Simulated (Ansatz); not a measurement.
The structure below was relaxed with PBE in Ansatz (plane waves to 420 eV, PAW, without spin-orbit coupling), earlier PAW set, at pressure 0.3 GPa.

```yaml
crystal:
  lattice:
    - [3.93430, 0.00000, 0.00000]
    - [0.00000, 3.93430, 0.00000]
    - [0.00000, 0.00000, 3.93430]
  atoms:
    - { symbol: Sr, position: [0.00000, 0.00000, 0.00000] }
    - { symbol: Ti, position: [0.50000, 0.50000, 0.50000] }
    - { symbol: O, position: [0.00000, 0.50000, 0.50000] }
    - { symbol: O, position: [0.50000, 0.50000, 0.00000] }
    - { symbol: O, position: [0.50000, 0.00000, 0.50000] }
```

### Question
Find the space group and the Wyckoff positions.

### Answer
Space group Pm-3m (No. 221); a = b = c = 3.934 Å, α = β = γ = 90.00°

```tsv
atom	site	symmetry	x	y	z
Sr	1a	m-3m	0.0000	0.0000	0.0000
Ti	1b	m-3m	0.5000	0.5000	0.5000
O	3c	4/mm.m	0.0000	0.5000	0.5000
```

### Question
Describe the coordination.

### Answer
The crystal has 5 atoms in its conventional cell. Lattice parameters: a = 3.9343 Å, b = 3.9343 Å, c = 3.9343 Å, α = 90.00°, β = 90.00°, γ = 90.00°. Sr has 12 O at 2.782 Å (cuboctahedral). Ti is surrounded by 6 O at 1.967 Å (octahedral). O sees 2 Ti at 1.967 Å and 4 Sr at 2.782 Å (octahedral). (Neighbours: up to the widest gap in distance over summed covalent radii, below 1.35, at either atom; cation-cation and far metal-metal contacts left out.)

Load acts through the strain it causes; cell and atoms are relaxed under it. Whether these cells are dynamically stable was not tested. The final runs are not spin-polarised. The cell was made from SrTiO3 in the cubic perovskite structure (space group Pm-3m, No. 221) by this change: pressure 0.3 GPa. Many cubic perovskites are stable only at high temperature; tilts and polar distortions were not tested.

Ansatz is an electronic-structure program.
